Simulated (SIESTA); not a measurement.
# Input and output of a self-consistent single point for Mg3Sc (Pm-3m, 4 atoms in the cell) (SIESTA)

Computed with GGA PBEsol, numerical atomic orbitals TZP, PseudoDojo PBEsol standard norm-conserving potentials (rewritten from UPF to PSML) in SIESTA 5.4.2.

Input as run:

```
# files in the folder: Mg.psml Sc.psml (PseudoDojo PBEsol standard)
SystemName  Mg3Sc
SystemLabel mg3sc

NumberOfAtoms                4
NumberOfSpecies              2
%block ChemicalSpeciesLabel
  1 12 Mg
  2 21 Sc
%endblock ChemicalSpeciesLabel
LatticeConstant              4.625517 Ang
%block LatticeVectors
     1.000000000    0.000000000    0.000000000
     0.000000000    1.000000000    0.000000000
     0.000000000    0.000000000    1.000000000
%endblock LatticeVectors
AtomicCoordinatesFormat      Ang
%block AtomicCoordinatesAndAtomicSpecies
     2.312758500    2.312758500    0.000000000  1
     0.000000000    2.312758500    2.312758500  1
     2.312758500    0.000000000    2.312758500  1
     0.000000000    0.000000000    0.000000000  2
%endblock AtomicCoordinatesAndAtomicSpecies

XC.functional                GGA
XC.authors                   PBEsol
PAO.BasisSize                TZP
PAO.EnergyShift              0.005 Ry
MeshCutoff                   400 Ry
%block kgrid.MonkhorstPack
   10   0   0  0.0
    0  10   0  0.0
    0   0  10  0.0
%endblock kgrid.MonkhorstPack
OccupationFunction           FD
ElectronicTemperature        580.23 K

MaxSCFIterations             150
SCF.Mixer.Method             Pulay
SCF.Mixer.Weight             0.25
SCF.Mixer.History            6
SCF.DM.Tolerance             1.0E-04
Diag.ParallelOverK           true
WriteForces                  true
```

Log, with long lists cut:

```
reinit: Reading from file input.fdf

reinit: System Name: Mg3Sc
reinit: System Label: mg3sc

coor:   Atomic-coordinates input format  =     Cartesian coordinates
coor:                                          (in Angstroms)

siesta: Atomic coordinates (Bohr) and species
siesta:      4.37048   4.37048   0.00000  1        1
siesta:      0.00000   4.37048   4.37048  1        2
siesta:      4.37048   0.00000   4.37048  1        3
siesta:      0.00000   0.00000   0.00000  2        4

siesta: System type = bulk

initatomlists: Number of atoms, orbitals, and projectors:      4    55    42

siesta: ******************** Simulation parameters ****************************
redata: Spin configuration                          = none
redata: Time-Reversal Symmetry                      = T
redata: Number of Atomic Species                    =        2
redata: Mesh Cutoff                                 =   400.0000 Ry
redata: Net charge of the system                    =     0.0000 |e|
redata: Min. number of SCF Iter                     =        0
redata: Max. number of SCF Iter                     =      150
redata: SCF convergence failure will abort job
redata: SCF mix quantity                            = Hamiltonian
redata: Mix DM or H after convergence               =   F
redata: Recompute H after scf cycle                 =   F
redata: Mix DM in first SCF step                    =   T
redata: No kicks to SCF
redata: DM Mixing Weight for Kicks                  =     0.5000
redata: Require Harris convergence for SCF          =   F
redata: Harris energy tolerance for SCF             =     0.000100 eV
redata: Require DM convergence for SCF              =   T
redata: DM tolerance for SCF                        =     0.000100
redata: Require EDM convergence for SCF             =   F
redata: EDM tolerance for SCF                       =     0.001000 eV
redata: Require H convergence for SCF               =   T
redata: Hamiltonian tolerance for SCF               =     0.001000 eV
redata: Require (free) Energy convergence for SCF   =   F
redata: (free) Energy tolerance for SCF             =     0.000100 eV
redata: Using DFT-D3 dispersion                     =   F
redata: Using Saved Data (generic)                  =   F
redata: Method of Calculation                       = Diagonalization
redata: Electronic Temperature                      =   580.2300 K
redata: Number of TDED substeps                     =        3
redata: Dynamics option                             = Single-point calculation
redata: Save all siesta data in one NC              =   F
redata: ***********************************************************************

%block SCF.Mixers
  Pulay
%endblock SCF.Mixers

%block SCF.Mixer.Pulay
  # Mixing method
  method pulay
  variant stable

  # Mixing options
  weight 0.2500
  weight.linear 0.2500
  history 6
%endblock SCF.Mixer.Pulay

DM_history_depth set to one: no extrapolation allowed by default for geometry relaxation
Size of DM history Fstack: 1
Total number of electrons:    41.000000
Total ionic charge:    41.000000

* ProcessorY, Blocksize:    1  56

* Orbital distribution balance (max,min):    55    55

k-point displ. along   1 input, could be:     0.00    0.50
k-point displ. along   2 input, could be:     0.00    0.50
k-point displ. along   3 input, could be:     0.00    0.50
 Kpoints in:          600 . Kpoints trimmed:          560

siesta: k-grid: Number of k-points = 560
siesta: k-points from Monkhorst-Pack grid
siesta: k-cutoff (effective) =    23.128 Ang
siesta: k-point supercell and displacements
siesta: k-grid:    10     0     0      0.000
siesta: k-grid:     0    10     0      0.000
siesta: k-grid:     0     0    10      0.000

diag: Algorithm                                     = D&C
diag: Parallel over k                               =   F
diag: Use parallel 2D distribution                  =   F
diag: Parallel block-size                           = 56
diag: Parallel distribution                         =     1 x     1
diag: Used triangular part                          = Lower
diag: Absolute tolerance                            =  0.100E-15
diag: Orthogonalization factor                      =  0.100E-05
diag: Memory factor                                 =  1.0000

superc: Internal auxiliary supercell:     5 x     5 x     5  =     125
superc: Number of atoms, orbitals, and projectors:    500   6875   5250

                        Single-point calculation

superc: Internal auxiliary supercell:     5 x     5 x     5  =     125
superc: Number of atoms, orbitals, and projectors:    500   6875   5250

outcell: Unit cell vectors (Ang):
        4.625517    0.000000    0.000000
        0.000000    4.625517    0.000000
        0.000000    0.000000    4.625517

outcell: Cell vector modules (Ang)   :    4.625517    4.625517    4.625517
outcell: Cell angles (23,13,12) (deg):     90.0000     90.0000     90.0000
outcell: Cell volume (Ang**3)        :     98.9648
new_DM -- step:     1
Initializing Density Matrix...

Attempting to read DM from file... Failed...
DM filled with atomic data:

InitMesh: MESH = 60 x 60 x 60 = 216000
InitMesh: Mesh cutoff (required, used) =   400.000   465.033 Ry

stepf: Fermi-Dirac step function

        iscf     Eharris(eV)        E_KS(eV)     FreeEng(eV)     dDmax    Ef(eV) dHmax(eV)
   scf:    1    -6143.109636    -6153.983220    -6154.013778  1.871253 -3.961916  3.199183
   scf:    2    -6154.226657    -6154.112824    -6154.144421  0.057898 -4.032118  2.313705
   scf:    3    -6154.264150    -6154.195970    -6154.228026  0.059659 -4.078034  0.809613
   scf:    4    -6154.203754    -6154.201442    -6154.234173  0.030121 -4.112321  0.118704
   scf:    5    -6154.204021    -6154.203115    -6154.235527  0.012900 -4.104792  0.061252
   scf:    6    -6154.203181    -6154.203160    -6154.235615  0.000821 -4.106564  0.030754
   scf:    7    -6154.203141    -6154.203155    -6154.235640  0.000872 -4.108144  0.012400
   scf:    8    -6154.203125    -6154.203142    -6154.235645  0.000320 -4.108856  0.000069
   scf:    9    -6154.203142    -6154.203142    -6154.235645  0.000007 -4.108846  0.000080

SCF Convergence by DM+H criterion
max |DM_out - DM_in|         :     0.0000066126
max |H_out - H_in|      (eV) :     0.0000800173
SCF cycle converged after 9 iterations

Using DM_out to compute the final energy and forces

siesta: E_KS(eV) =            -6154.2031

siesta: E_KS - E_eggbox =     -6154.2031

siesta: Atomic forces (eV/Ang):
     1   -0.000000   -0.000000   -0.000000
     2   -0.000000    0.000000    0.000000
     3   -0.000000   -0.000000    0.000000
     4   -0.000000    0.000000   -0.000000
   Tot   -0.000000   -0.000000   -0.000000
   Max    0.000000
   Res    0.000000    sqrt( Sum f_i^2 / 3N )
   Max    0.000000    constrained

Stress tensor Voigt[x,y,z,yz,xz,xy] (kbar):       24.26       24.26       24.26       -0.00        0.00        0.00
(Free)E + p*V (eV/cell)    -6155.7342
Target enthalpy (eV/cell)    -6154.2356

siesta: Program's energy decomposition (eV):
siesta: Ebs     =     -1690.698454
siesta: Eions   =      7915.297250
siesta: Ena     =       755.936897
siesta: Ekin    =      3228.934532
siesta: Enl     =     -1410.665544
siesta: Eso     =         0.000000
siesta: Edftu   =         0.000000
siesta: DEna    =        35.388339
siesta: DUscf   =         0.875881
siesta: DUext   =         0.000000
siesta: Ex      =      -794.419949
siesta: Ec      =       -54.956049
siesta: Exc     =      -849.375998
siesta: Eharris =     -6154.203142
siesta: Etot    =     -6154.203142
siesta: FreeEng =     -6154.235645

siesta: Stress tensor (static) (eV/Ang**3):
siesta:     0.015142    0.000000    0.000000
siesta:     0.000000    0.015142   -0.000000
siesta:     0.000000   -0.000000    0.015142

siesta: Cell volume =         98.964821 Ang**3

siesta: Pressure (static):
siesta:                Solid            Molecule  Units
siesta:          -0.00016492         -0.00016492  Ry/Bohr**3
siesta:          -0.01514228         -0.01514228  eV/Ang**3
siesta:         -24.26060625        -24.26060625  kBar
```

The run converged in 9 iterations.

The starting cell comes from a database of computed structures (which also holds hypothetical and non-ambient phases and stackings), without a prior relaxation at this level. Its lattice was rescaled by a random factor within 2.5 % of one. Values carry the incompleteness of an atom-centred basis.
